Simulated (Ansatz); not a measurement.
Base system: Nb2SnC (space group P6_3/mmc, No. 194; a cell from a computed database, its experimental status unchecked).

```
Nb2SnC
1.0
    3.22992     0.00000     0.00000
   -1.61496     2.79719     0.00000
    0.00000     0.00000    13.76174
Nb Sn C
4 2 2
Direct
  0.33333   0.66667   0.08286
  0.66667   0.33333   0.91714
  0.66667   0.33333   0.58286
  0.33333   0.66667   0.41714
  0.33333   0.66667   0.75000
  0.66667   0.33333   0.25000
  0.00000   0.00000   0.00000
  0.00000   0.00000   0.50000
```

Cartesian axes are those of the cell as printed.

Level of theory: PBEsol, PAW, 420 eV (Ansatz, a program for electronic structure; spin-orbit coupling left out).

For the base:

The band gap is zero. The pressure is 0.0 GPa and the volume per atom comes out as 15.54 Å³.

It is then changed as follows: biaxial strain +0.67 %, plane normal [001], relaxed out of plane (Cartesian); in-plane vectors clamped, the third vector and the atoms free.

Q: Estimate the effect on the band gap.

A: The band gap is still zero.

Q: Estimate the effect on the pressure.

A: The pressure (mean of the normal stresses, compression positive) goes from zero to -1.1 GPa.

Q: What happens to the volume per atom?

A: The volume per atom grows by 0.11 Å³ to 15.65 Å³.

No phonon test of stability was made. The final runs are not spin-polarised.
